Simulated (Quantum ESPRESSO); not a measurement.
A user runs Quantum ESPRESSO on Ta2H (C222, 3 atoms in the cell) and asks whether the run is sound. The aim is a self-consistent single point with DFT, PBEsol, plane waves, PSlibrary ultrasoft (PBE) pseudopotentials.

Cell that was meant: a = 2.9395 Å, b = 2.9395 Å, c = 4.7743 Å, α = 90.00°, β = 90.00°, γ = 71.92°.

Part of the input:

```fortran
 celldm(1) = 6.52398843
 celldm(2) = 1.3783647410
 celldm(3) = 1.3829068697
 nat = 2
 ntyp = 2
 ecutwfc = 55
 ecutrho = 330
```

Output, abridged:

```
     G-vector sticks info
     --------------------
     sticks:   dense  smooth     PW     G-vecs:    dense   smooth      PW
   [... lines left out ...]
         2        Ta     tau(   2) = (  -0.2500000  -0.3445912  -1.0170312  )

     number of k points=   100  Marzari-Vanderbilt smearing, width (Ry)=  0.0100

     Number of k-points >= 100: set verbosity='high' to print them.

     Dense  grid:    26727 G-vectors     FFT dimensions: (  36,  36,  54)

     Smooth grid:    14569 G-vectors     FFT dimensions: (  30,  30,  45)

     Initial potential from superposition of free atoms

     starting charge      25.9983, renormalised to      26.0000
     Self-consistent Calculation

     iteration #  1     ecut=    55.00 Ry     beta= 0.30

     Threshold (ethr) on eigenvalues was too large:
     Diagonalizing with lowered threshold

     total energy              =    -279.93971920 Ry
     estimated scf accuracy    <       0.07741094 Ry

     iteration #  2     ecut=    55.00 Ry     beta= 0.30

     total energy              =    -279.93427569 Ry
     estimated scf accuracy    <       0.02104450 Ry

     iteration #  3     ecut=    55.00 Ry     beta= 0.30

     total energy              =    -279.93686632 Ry
     estimated scf accuracy    <       0.00140477 Ry

   [... 5 blocks of this kind left out ...]

     iteration #  9     ecut=    55.00 Ry     beta= 0.30

     total energy              =    -279.93701249 Ry
     estimated scf accuracy    <          1.5E-09 Ry

     iteration # 10     ecut=    55.00 Ry     beta= 0.30
     End of self-consistent calculation

     Number of k-points >= 100: set verbosity='high' to print the bands.

     the Fermi energy is    16.6923 ev

!    total energy              =    -279.93701249 Ry
     estimated scf accuracy    <          1.8E-10 Ry
     smearing contrib. (-TS)   =       0.00013470 Ry
     internal energy E=F+TS    =    -279.93714719 Ry

     convergence has been achieved in  10 iterations

     Forces acting on atoms (cartesian axes, Ry/au):

     atom    1 type  1   force =     0.00000000    0.00000000    0.02073218
     atom    2 type  1   force =     0.00000000    0.00000000   -0.02073218

     Total force =     0.029320     Total SCF correction =     0.000045

          total   stress  (Ry/bohr**3)                   (kbar)     P=     -169.15
  -0.00123151   0.00000000   0.00000000         -181.16        0.00        0.00
   0.00000000  -0.00111496   0.00000000            0.00     -164.02        0.00
   0.00000000   0.00000000  -0.00110300            0.00        0.00     -162.26

   JOB DONE.
```

Task: Can these results be used? Check the input.

Result: The run is not sound. The fault is an atom count that does not match the list of atoms. The program trusts the stated count: too many runs off the end of the list, too few can drop atoms without a word. To fix it, make the count match the list. The run converged in 10 iterations without an error; against the sound input the pressure goes from -6.89 to -16.91 GPa and the largest force goes from 0.012 to 0.533 eV/Å. The full log also holds: “Warning: card H     0.00000000    0.00000000    0.00000000 ignored”.

An input that runs soundly differs in these lines (not the only fix; some lines may just follow from the change or write a value another way):
```diff
- nat = 2
+ nat = 3
```

With that input, the run converged in 10 iterations: free energy E − TS -3825.2237 eV; Fermi level (on the code's own zero) 17.28 eV; pressure -6.89 GPa; largest force (vector length) 0.012 eV/Å (DFT, PBEsol, plane waves, PSlibrary ultrasoft (PBE) pseudopotentials).

On the sound input: the starting cell comes from a database of computed structures (which also holds hypothetical and non-ambient phases and stackings), without a prior relaxation at this level. Its lattice was rescaled by a random factor within 2.5 % of one. Spin polarisation is off. With a pressure of about -7 GPa the cell is away from its equilibrium volume at this level.
